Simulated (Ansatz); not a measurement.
Here is the system:

```yaml
crystal:
  lattice:
    - [3.53441, 0.00000, 0.00000]
    - [-1.76720, 3.06088, 0.00000]
    - [0.00000, 0.00000, 15.04169]
  atoms:
    - { symbol: Ga, position: [0.33333, 0.66667, 0.33042] }
    - { symbol: Ga, position: [0.66667, 0.33333, 0.66958] }
    - { symbol: Ga, position: [0.66667, 0.33333, 0.83042] }
    - { symbol: Ga, position: [0.33333, 0.66667, 0.16958] }
    - { symbol: S, position: [0.33333, 0.66667, 0.90301] }
    - { symbol: S, position: [0.66667, 0.33333, 0.09699] }
    - { symbol: S, position: [0.66667, 0.33333, 0.40301] }
    - { symbol: S, position: [0.33333, 0.66667, 0.59699] }
```

The numbers are results of PBEsol+D3BJ, rigid bands (plane waves, PAW, scalar-relativistic; Ansatz, an electronic-structure program), not measurements. Geometry: cell and atoms relaxed with PBEsol+d3bj.

### Question
Predict the hole conductivity mass (n e² τ/σ) at 300 K, by direction if it differs.

### Answer
1.95 (x), 1.95 (y), 0.164 (z) mₑ.

### Question
What conductivity effective mass do dilute electrons have at 300 K?

### Answer
0.46 (x), 0.46 (y), 0.61 (z) mₑ.

### Question
And the band gap?

### Answer
1.29 eV at this level; semilocal functionals usually fall short of the measured gap.

Rigid bands, one relaxation time for all states, no polarons. Spin-orbit coupling is left out; where it splits the top of the valence band it changes the hole mass and lowers the gap by about a third of the splitting. Geometry: cell and atoms relaxed with PBEsol+D3(BJ).

Formula and space group known from diffraction (Crystallography Open Database), not checked to be the room-temperature form: GaS (P6_3/mmc). PBEsol with a dispersion correction tends to overbind, so the cell can be several per cent short, in bad cases over ten, which usually narrows a gap: GaS (P6_3/mmc).
